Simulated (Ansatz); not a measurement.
## A computed series for C: response to strain

Base system: C in the diamond structure (space group Fd-3m, No. 227).

```yaml
crystal:
  lattice:
    - [0.00000, 1.76587, 1.76587]
    - [1.76587, 0.00000, 1.76587]
    - [1.76587, 1.76587, 0.00000]
  atoms:
    - { symbol: C, position: [0.00000, 0.00000, 0.00000] }
    - { symbol: C, position: [0.25000, 0.25000, 0.25000] }
```

Cartesian axes are those of the cell as printed.

Strains are applied to the cell and any free atomic positions relax; under biaxial strain the out-of-plane vector relaxes too.

Computed with Ansatz (an electronic-structure program), LDA, PAW, cutoff 420 eV, no SOC.

Notes on the quantities. energy relative to the base: free energy F.

```tsv
biaxial strain, plane normal [111], relaxed out of plane (%)	energy relative to the base (meV/atom)
-2.5	30.2
-2.08	20.7
-1.67	13.2
-1.25	7.3
-0.83	3.3
-0.42	?
0	0.0
```

Question: Fit ΔE = Aε² + Bε³ (ε in %) to the rows shown and predict the withheld row.

Answer: Least squares on the printed values gives A = 4.56 and B = -0.11 meV/atom (largest residual 0.1 meV/atom); this predicts 0.8 meV/atom, and the run gives 0.9 meV/atom, in agreement.

Stability against distortions was not tested.
